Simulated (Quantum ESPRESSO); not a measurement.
Quantum ESPRESSO is run on CuAs (C2/m, 10 atoms in the cell), and the run fails. The aim is a self-consistent single point with DFT, PBEsol, plane waves, PSlibrary ultrasoft (PBE) pseudopotentials.

Input as run:

```fortran
&CONTROL
  calculation = 'scf'
  prefix = 'scf'
  outdir = './tmp'
  pseudo_dir = './'
  tprnfor = .true.
  tstress = .true.
/
&SYSTEM
  ibrav = 0
  nat = 10
  ntyp = 2
  ecutwfc = 50
  ecutrho = 300
  occupations = 'smearing'
  smearing = 'gaussian'
  degauss = 0.0147
  input_dft = 'pbesol'
/
ATOMIC_SPECIES
Cu    63.5460  Cu.pbe-dn-rrkjus_psl.1.0.0.UPF
As    74.9216  As.pbe-n-rrkjus_psl.1.0.0.UPF
ATOMIC_POSITIONS {angstrom}
Cu    0.0000000000    0.0000000000    0.0000000000
Cu    6.0839903122    0.0000000000    4.7331573645
Cu    2.1563886878    0.0000000000    1.5054346355
Cu   10.1361417937    0.0000000000    1.3383027558
Cu   -1.8957627937    0.0000000000    4.9002892442
As    4.1201895000    0.0000000000    3.1192960000
As    8.2100721138    0.0000000000    3.3358375283
As    0.0303068862    0.0000000000    2.9027544717
As    3.6735017830    0.0000000000    6.2159459110
As    4.5668772170    0.0000000000    0.0226460890
K_POINTS {automatic}
7 7 5  0 0 0
CELL_PARAMETERS {angstrom}
   6.1865450000    -2.0809850000     0.0000000000
   6.1865450000     2.0809850000     0.0000000000
  -4.1327110000     0.0000000000     6.2385920000
```

The program printed (abridged):

```
     This program is part of the open-source Quantum ESPRESSO suite
     for quantum simulation of materials; please cite

 %%%%%%%%%%%%%%%%%%%%%%%%%%%%%%%%%%%%%%%%%%%%%%%%%%%%%%%%%%%%%%%%%%%%%%%%%%%%%%
     Error in routine  read_namelists (1):
      bad line in namelist &electrons: "  -4.1327110000     0.0000000000     6.2385920000" (error could be in the previous line)
 %%%%%%%%%%%%%%%%%%%%%%%%%%%%%%%%%%%%%%%%%%%%%%%%%%%%%%%%%%%%%%%%%%%%%%%%%%%%%%

     stopping ...
```

From the messages shown, name the fault and mend the input.

The fault is a required namelist left out. The program reads the namelists in a fixed order, even empty ones. To fix it, add the namelist. The program stopped before any SCF iteration.

The sound input it was made from differs as follows (other fixes are possible):
```diff
+/
+&ELECTRONS
+  conv_thr = 1.0d-9
+  mixing_beta = 0.3
```

With that input, the run converged in 13 iterations: free energy E − TS -9701.7120 eV; Fermi level (on the code's own zero) 9.90 eV; pressure -4.71 GPa; largest force (vector length) 0.142 eV/Å (DFT, PBEsol, plane waves, PSlibrary ultrasoft (PBE) pseudopotentials).

On the sound input: the starting cell comes from a database of computed structures (which also holds hypothetical and non-ambient phases and stackings), without a prior relaxation at this level. Spin polarisation is off. With a pressure of about -5 GPa the cell is away from its equilibrium volume at this level. The run gives no clean gap (levels at the Fermi energy touch, overlap or are partly filled at this smearing), which alone does not show that the compound is a metal.
